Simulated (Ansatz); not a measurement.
Given:

```
CELL_PARAMETERS angstrom
     -1.62229     1.62229     1.62229
      1.62229    -1.62229     1.62229
      1.62229     1.62229    -1.62229
ATOMIC_POSITIONS crystal
  Nb 0.00000 0.00000 0.00000
```

Computed with PBEsol, rigid bands (plane waves, PAW, scalar-relativistic; Ansatz, a quantum-chemistry and plane-wave program). Condition of this run: hydrostatic pressure 5 GPa (the target of the relaxation). Cell: cell and atoms relaxed with PBEsol, then loaded as said.

Task: For narrow interconnects the product ρ₀λ of bulk resistivity and mean free path ranks metals, the lower the better. What is it here?

Result: 3.7 ×10⁻¹⁶ Ω·m².

Task: And the Drude plasma energy and the root-mean-square Fermi velocity at 300 K?

Result: 9.6 eV; 6.6e5 m/s.

A metal at this level (no band gap); rigid bands, thermally averaged at 300 K, both spins. Spin-orbit coupling is left out. τ is one relaxation time for all states; the product of resistivity and mean free path takes one path for all states instead.
